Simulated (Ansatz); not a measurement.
## Worked example: self-consistent single point of HfIr (P4/mmm, 2 atoms in the cell) in Ansatz

Method: PBEsol, harder PAW files (source: ansatz) made with PBE (plane waves; Ansatz, an electronic-structure program).

This input was run:

Ansatz 0.2 input:
```yaml
crystal:
  lattice:
    - [3.03268100, 0.00000000, 0.00000000]
    - [0.00000000, 3.03268100, 0.00000000]
    - [0.00000000, 0.00000000, 3.54801100]
  atoms:
    - { symbol: Hf, position: [0.50000000, 0.50000000, 0.00000000] }
    - { symbol: Ir, position: [0.00000000, 0.00000000, 0.50000000] }
basis:
  ecutwfc: 45.6 Ry
kpoints:
  mp_grid:
    grid: [14, 14, 12]
hamiltonian:
  xc: pbesol
  pseudopotentials:
    kind: paw
    source: ansatz
scf:
  occupations:
    method: cold
    width: 0.0073 Ry
output:
  forces: true
  eigenvalues: true
  stress: true
```

Output, abridged:

```
WARN ansatz: RAYON_NUM_THREADS=1 ignored (pool sized by the plan → 1); use --threads N
Pseudopotentials: kind: paw
Pseudopotential: Hf, paw, valence charge 26
Pseudopotential: Ir, paw, valence charge 31
Crystal: 2 atoms, lattice volume = 32.632 Å³
Basis set: ecut = 620.4196064085264 eV, 1167 PW (Γ), exchange–correlation on 50×50×60 points (8 copies of the dense FFT grid, shifted against one another)
Bands: 35, of which v1, the nominal top of the filled ones, is band 29 counted from 1 (28 counted from 0)
Symmetry: 16 space group operations
Space group: P4/mmm (ITA 123), of the structure as read, at distance tolerance 3.2e-5 Å
k-points: 252 of 2352
PAW frozen core: Hf, regenerated for the run's functional, and the local potential with it
PAW frozen core: Ir, regenerated for the run's functional, and the local potential with it
Initial density: superposition of atomic densities (chi_scale 0.1, normalization cell, long waves kept (reshape's long-wave potential 0.00 eV rms))
Initial wavefunctions: pseudopotential atomic-orbital guess
Eigensolver: davidson
Functional: x = pbesol(κ = 0.804, μ = 0.12345679012345678), c = pbesol(β = 0.046)
SCF iter   1: F=—  HF=-37009.968864 eV  |F-HF|=—  |Δ(HF+E_count)|=         —  Δρ=2.73e-1  dr2=4.58e1  ethr=3.10e-3  ⟨swp⟩=7.2  Hψ=48880  notcnv=0
all-band conjugate gradients solve this SCF's bands
preconditioner: auto → Kerker (q_TF=auto, 2.994 Å⁻¹)
SCF iter   2: F=—  HF=-37005.378995 eV  |F-HF|=—  |Δ(HF+E_count)|=    4.59e0  S|Δr|=    0.00e0  Δρ=1.45e-1  dr2=1.29e1  ethr=3.10e-3  ⟨swp⟩=5.6  Hψ=24929  notcnv=0  defer=368
SCF iter   3: F=—  HF=-37003.615929 eV  |F-HF|=—  |Δ(HF+E_count)|=    1.76e0  S|Δr|=    0.00e0  Δρ=3.59e-2  dr2=7.04e-1  ethr=3.10e-3  ⟨swp⟩=4.5  Hψ=23323  notcnv=0  defer=322
SCF iter   4: F=—  HF=-37003.386597 eV  |F-HF|=—  |Δ(HF+E_count)|=   2.29e-1  S|Δr|=    0.00e0  Δρ=1.93e-2  dr2=1.17e-1  ethr=1.24e-3  ⟨swp⟩=3.8  Hψ=22867  notcnv=0  defer=336
SCF iter   5: F=—  HF=-37003.375083 eV  |F-HF|=—  |Δ(HF+E_count)|=   1.15e-2  S|Δr|=    0.00e0  Δρ=5.54e-3  dr2=9.30e-3  ethr=2.06e-4  ⟨swp⟩=3.7  Hψ=20392  notcnv=0  defer=336
SCF iter   6: F=—  HF=-37003.371706 eV  |F-HF|=—  |Δ(HF+E_count)|=   3.38e-3  S|Δr|=    0.00e0  Δρ=2.33e-3  dr2=7.88e-4  ethr=1.63e-5  ⟨swp⟩=3.0  Hψ=21749  notcnv=0  defer=336
SCF iter   7: F=—  HF=-37003.371862 eV  |F-HF|=—  |Δ(HF+E_count)|=   1.56e-4  S|Δr|=    0.00e0  Δρ=7.19e-4  dr2=1.48e-4  ethr=1.38e-6  ⟨swp⟩=2.8  Hψ=18412  notcnv=0  defer=336
SCF iter   8: F=—  HF=-37003.371796 eV  |F-HF|=—  |Δ(HF+E_count)|=   6.55e-5  S|Δr|=    0.00e0  Δρ=1.68e-4  dr2=1.10e-5  ethr=2.60e-7  ⟨swp⟩=2.9  Hψ=18912  notcnv=0  defer=336
SCF iter   9: F=—  HF=-37003.371826 eV  |F-HF|=—  |Δ(HF+E_count)|=   2.98e-5  S|Δr|=    0.00e0  Δρ=4.45e-5  dr2=9.82e-7  ethr=1.93e-8  ⟨swp⟩=2.4  Hψ=16488  notcnv=0  defer=336
SCF iter  10: F=-37003.371826 eV  HF=-37003.371826 eV  |F-HF|=4.03e-8  |Δ(HF+E_count)|=   3.62e-7  S|Δr|=    0.00e0  Δρ=1.15e-5  dr2=4.00e-8  ethr=1.75e-10  ⟨swp⟩=16.2  Hψ=84316  notcnv=0
SCF 1 converged in 10 iterations: F = -37003.371826 eV  dr2 = 4.00e-8
SCF converged after 10 iterations
Stability not checked (fill_not_monotonic)
Free energy (F): -37003.371826 eV
Harris-Foulkes:  -37003.371826 eV  (|F-HF|=4.03e-8)
Internal energy: -37003.368872 eV  (E = F + TS)
E sigma→0 (E₀):  -37003.370841 eV
Entropy (-TS):   -0.002954 eV (-1.477 meV/atom)
Fermi energy:    26.048937 eV
--- Per-component energies (eV) ---
  E_band       = -317.533209
  E_kinetic    = 1314.413823
  E_local      = -19862.931363  (includes V_loc(G=0)·N_el)
  E_nonlocal   = 4100.973702
  E_hartree    = 6629.363542
  E_xc         = -891.871355
  E_vxc        = -650.534491  (∫ρ·V_xc dr)
  E_paw        = -14922.136301  (= ΣΔE_a)
  E_vpaw       = 1521.828415  (= ΣTr[D̂ρ^β])
  E_aug_tail   = 0.000019  (compensation charges beyond the density's cutoff)
  E_ewald      = -13373.990414
  E_core_change = 2.809474  (= ΣΔE_core)
  E_smearing   = -0.002954  (= −TS)
  E_closure    = 0.000000  (closes the sum)
  Σ components = -37003.371826   (vs F -37003.371826, Δ=0.00e0)
--- Forces (eV/Å), atoms counted from 1 ---
  atom   1  Hf    -0.00000000    -0.00000000     0.00000000
  atom   2  Ir    -0.00000000     0.00000000     0.00000000
  max |Σ_I F_I| component: 1.34e-29 eV/Å
--- Stress (GPa, compression-positive) ---
        8.870770       0.000000       0.000000
        0.000000       8.870770       0.000000
        0.000000       0.000000      11.631887
  P = ⅓ Tr σ = 9.7911 GPa (97.911 kbar)
  The stress holds the Pulay correction. Without it, at fixed plane waves, as pw.x and ABINIT print it: P = 9.7744 GPa
--- Band table (eV; the first three rows and the last of 252) ---
  k-point 0: bands = ["-66.4916", "-35.9927", "-30.8184", "-30.8184", "-30.8090", "-30.8015", "-30.7784", "-30.7784", "-30.7584", "-23.2724", "-23.2724", "-23.2502", "-4.6362", "-4.3999", "-4.3999", "14.0785", "14.0857", "14.0857", "14.0948", [...]
  k-point 1: bands = ["-66.4916", "-35.9926", "-30.8184", "-30.8184", "-30.8090", "-30.8015", "-30.7784", "-30.7784", "-30.7584", "-23.2722", "-23.2722", "-23.2509", "-4.6506", "-4.4004", "-4.4004", "14.0768", "14.0855", "14.0855", "14.0930", [...]
  k-point 2: bands = ["-66.4915", "-35.9922", "-30.8184", "-30.8184", "-30.8090", "-30.8015", "-30.7784", "-30.7784", "-30.7584", "-23.2717", "-23.2717", "-23.2528", "-4.6899", "-4.4017", "-4.4017", "14.0721", "14.0848", "14.0848", "14.0880", [...]
  k-point 251: bands = ["-66.4823", "-35.9140", "-30.8197", "-30.8197", "-30.8081", "-30.8011", "-30.7780", "-30.7780", "-30.7585", "-23.3890", "-23.3890", "-23.2426", "-5.0055", "-5.0055", "-4.6758", "14.0701", "14.0701", "14.0766", "14.1132", [...]
```

The run converged in 10 iterations.

The starting cell comes from a database of computed structures (which also holds hypothetical and non-ambient phases and stackings), without a prior relaxation at this level. Its lattice was rescaled by a random factor within 2.5 % of one. Spin-orbit coupling is off. Spin polarisation is off. With a pressure of about 10 GPa the cell is away from its equilibrium volume at this level. Ansatz's pressure includes its estimate of the finite-basis (Pulay) stress.
